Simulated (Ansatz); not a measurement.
Electronic density of states of amorphous Pb$_{24}$Si$_{24}$O$_{72}$, density 5.82 g/cm³, on a 2×2×2 Γ-centred mesh with a Gaussian width of 0.1 eV; energies count from the Fermi level, whose place inside the gap is arbitrary. Cell and mesh are small, so fine structure isn't converged. All values below come from PBE-D3(BJ), scalar-relativistic without spin-orbit coupling (plane waves to 420 eV, PAW; Ansatz, a program for electronic structure). Sampling: a 2×2×2 Γ-centred mesh; Fermi-Dirac width 0.02 eV; no spin polarisation. At PBE the levels at the filled edge of the gap are localised (band-tail or defect states).

It comes from a melt-quench run on a machine-learned potential (CHGNet), relaxed afterwards by DFT. O atoms were pushed apart under 1.9 Å during the dynamics, to hinder bonds among them. The hot cell started wider than the set density and was brought back towards it in steps. It is the lowest in DFT energy of 4 quenches. It is a model cell: composition and starting density were chosen by hand, and all elements were melted together. The geometry includes D3(BJ) dispersion. Its density started from a set value of 5.71 and ended at 5.82 g/cm³. The quench (nominally 110 K/ps over its main leg) was far faster than any real one, so the model tends to hold more defects than a real film. A cell of this size samples the disorder only roughly. Volume and shape were free in the relaxation.

```csv
E - EF (eV),states/(eV atom)
-12.00,0.00
-11.90,0.00
-11.80,0.00
-11.70,0.00
-11.60,0.00
-11.50,0.00
-11.40,0.00
-11.30,0.00
-11.20,0.05
-11.10,0.09
-11.00,0.03
-10.90,0.02
-10.80,0.10
-10.70,0.14
-10.60,0.07
-10.50,0.05
-10.40,0.08
-10.30,0.04
-10.20,0.07
-10.10,0.13
-10.00,0.17
-9.90,0.16
-9.80,0.14
-9.70,0.16
-9.60,0.19
-9.50,0.12
-9.40,0.08
-9.30,0.16
-9.20,0.24
-9.10,0.26
-9.00,0.31
-8.90,0.35
-8.80,0.37
-8.70,0.35
-8.60,0.39
-8.50,0.45
-8.40,0.44
-8.30,0.40
-8.20,0.37
-8.10,0.35
-8.00,0.33
-7.90,0.33
-7.80,0.29
-7.70,0.26
-7.60,0.25
-7.50,0.26
-7.40,0.22
-7.30,0.15
-7.20,0.15
-7.10,0.09
-7.00,0.01
-6.90,0.01
-6.80,0.05
-6.70,0.13
-6.60,0.22
-6.50,0.33
-6.40,0.40
-6.30,0.48
-6.20,0.53
-6.10,0.55
-6.00,0.51
-5.90,0.46
-5.80,0.45
-5.70,0.50
-5.60,0.53
-5.50,0.51
-5.40,0.52
-5.30,0.58
-5.20,0.58
-5.10,0.54
-5.00,0.50
-4.90,0.52
-4.80,0.58
-4.70,0.61
-4.60,0.63
-4.50,0.63
-4.40,0.65
-4.30,0.68
-4.20,0.71
-4.10,0.74
-4.00,0.75
-3.90,0.75
-3.80,0.76
-3.70,0.76
-3.60,0.76
-3.50,0.76
-3.40,0.77
-3.30,0.79
-3.20,0.82
-3.10,0.83
-3.00,0.78
-2.90,0.78
-2.80,0.77
-2.70,0.75
-2.60,0.75
-2.50,0.78
-2.40,0.77
-2.30,0.70
-2.20,0.58
-2.10,0.47
-2.00,0.42
-1.90,0.37
-1.80,0.30
-1.70,0.30
-1.60,0.38
-1.50,0.29
-1.40,0.14
-1.30,0.09
-1.20,0.03
-1.10,0.00
-1.00,0.00
-0.90,0.00
-0.80,0.00
-0.70,0.00
-0.60,0.00
-0.50,0.00
-0.40,0.00
-0.30,0.00
-0.20,0.00
-0.10,0.00
0.00,0.00
0.10,0.00
0.20,0.00
0.30,0.00
0.40,0.00
0.50,0.00
0.60,0.00
0.70,0.00
0.80,0.00
0.90,0.00
1.00,0.00
1.10,0.00
1.20,0.02
1.30,0.07
1.40,0.06
1.50,0.02
1.60,0.05
1.70,0.15
1.80,0.20
1.90,0.21
2.00,0.24
2.10,0.25
2.20,0.25
2.30,0.25
2.40,0.23
2.50,0.26
2.60,0.29
2.70,0.29
2.80,0.29
2.90,0.31
3.00,0.31
3.10,0.30
3.20,0.31
3.30,0.31
3.40,0.29
3.50,0.32
3.60,0.36
3.70,0.33
3.80,0.33
3.90,0.33
4.00,0.32
4.10,0.34
4.20,0.36
4.30,0.33
4.40,0.31
4.50,0.34
4.60,0.36
4.70,0.33
4.80,0.32
4.90,0.30
5.00,0.29
5.10,0.27
5.20,0.20
```

The level gap on this mesh is 2.58 eV; the broadening fills part of it in the curve.
